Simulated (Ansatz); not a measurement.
# MoSi2: response to strain

The parent structure is MoSi₂ (space group I4/mmm, No. 139; a = 3.2022 Å, c = 7.8195 Å). Axes: x, y, z lie along a, b, c of the conventional cell.

Strains are applied to the cell and any free atomic positions relax; under biaxial strain the out-of-plane vector relaxes too.

The values are results of r2SCAN (Ansatz, a program for electronic structure), spin-orbit coupling left out, earlier PAW set, not measurements.

Candidates:
(a) strain tensor (xx, yy, zz, yz, xz, xy) = (+0.48, +0.88, −0.90, −1.13, +0.70, +0.46) %
(b) isotropic strain +5.23 %
(c) biaxial strain +0.62 %, plane normal [001], relaxed out of plane

Notes on the quantities. energy relative to the base: free energy F.

### Question
Order them by energy relative to the base, lowest first.

### Answer
(c) biaxial strain +0.62 %, plane normal [001], relaxed out of plane (+1.6 meV/atom), (a) strain tensor (xx, yy, zz, yz, xz, xy) = (+0.48, +0.88, −0.90, −1.13, +0.70, +0.46) % (+10 meV/atom), (b) isotropic strain +5.23 % (+187 meV/atom)

The mesh was chosen for an insulator and is coarse for the gapless case. Without a gap, meshes like the base's 14×14×14 leave anisotropic stresses uncertain by several tenths of a GPa, and small strain energies with them. Stability against distortions was not tested. All final runs are without spin polarisation.
